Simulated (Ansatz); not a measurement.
Start from ZrSi$_{2}$ (space group Cmcm, No. 63; a = 3.6749 Å, b = 14.5713 Å, c = 3.6563 Å).

Now apply this change: full substitution Zr → Ti; the structure is relaxed again.

Levels (all Ansatz, a quantum-chemistry and plane-wave program, PAW, earlier PAW set): PBEsol (420 eV, without spin-orbit coupling); r2SCAN (500 eV, no spin-orbit coupling).

The geometry is relaxed with PBEsol.

- PBEsol pressure = 0.0 GPa

With r2SCAN at the same geometry, the pressure goes from zero to 2.2 GPa.

Single points use the geometry relaxed with PBEsol. Their cutoffs differ, which shifts pressures a little. Whether these cells are dynamically stable was not tested. All final runs are without spin polarisation.
